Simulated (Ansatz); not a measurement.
Base system: K₂Te in the anti-fluorite structure (space group Fm-3m, No. 225).

```xyz
3
Lattice="0.0000 4.0455 4.0455 4.0455 0.0000 4.0455 4.0455 4.0455 0.0000" Properties=species:S:1:pos:R:3 pbc="T T T"
K      2.0227     2.0227     2.0227
K      6.0682     6.0682     6.0682
Te     0.0000     0.0000     0.0000
```

Cartesian axes are those of the cell as printed.

The values are results of DFT with PBEsol, PAW potentials and a 420 eV plane-wave cutoff in Ansatz (a quantum-chemistry and plane-wave program), without spin-orbit coupling, not measurements.

Base values:

| Item | Result |
|---|---|
| Valley order | Γ 2.16 eV; X along ⟨100⟩ 3.07 eV |
| Smallest direct gap | 2.23 eV |

Modification: compressive biaxial strain of 1.50 % in the plane normal to [001], as in epitaxy on a mismatched substrate; the out-of-plane cell vector and the atoms relax.

### Question
How does this affect the energy relative to the base?

### Answer
The energy grows by 1.7 meV/atom.

### Question
How does this affect the valley order?

### Answer
The valley order (the lowest conduction-band minima on the path, energy above the VBM, named in the base's zone) becomes Γ 2.17 eV; X along [001] 3.02 eV; X along [100] 3.05 eV (base: Γ 2.16 eV; X along ⟨100⟩ 3.07 eV).

### Question
Predict the new smallest direct gap.

### Answer
The smallest direct gap grows by 0.03 eV, from 2.23 eV to 2.26 eV.

Spin-orbit coupling, missing from the scalar runs, can matter with Te. Gaps are Kohn–Sham eigenvalue differences; semilocal functionals usually give less than the measured gap. Stability against distortions was not tested.
